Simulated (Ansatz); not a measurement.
Zinc-blende BeS, treated with r²SCANh (Ansatz, a first-principles code, plane waves, PAW).

Numerical settings: plane-wave cutoff 520 eV, 10×10×10 k mesh, Fermi–Dirac smearing 0.01 eV, scalar-relativistic PAW data made under PBE.

The volume scan:

```tsv
V (Å³/atom)	E − E_lowest (meV/atom)
13.657	11.47
14.016	2.36
14.223	0.00
14.735	2.21
15.095	9.84
```

Question: Fit the third-order Birch–Murnaghan equation and give B0 and B′.

Answer: V0 = 14.374 Å³/atom, B0 = 98.9 GPa, B′ = 3.7 (fit to the energies at full precision).

Measured, for comparison: bulk modulus 105 GPa (room temperature, no zero-point or thermal correction; as tabulated in Narayana, Nesamony, Ruoff, Phys. Rev. B 56, no. 22 (1997)); equilibrium volume per atom 14.44 Å³/atom (room temperature, no zero-point or thermal correction; as tabulated in Narayana, Nesamony, Ruoff (BeS at high pressure; core.ac.uk copy)). Computed (rounded) less measured: bulk modulus -6 %, equilibrium volume per atom -0.5 %. A static lattice is as a rule a little smaller and stiffer than an uncorrected measurement, which narrows the difference in the equilibrium volume per atom and would widen misses of the other sign.
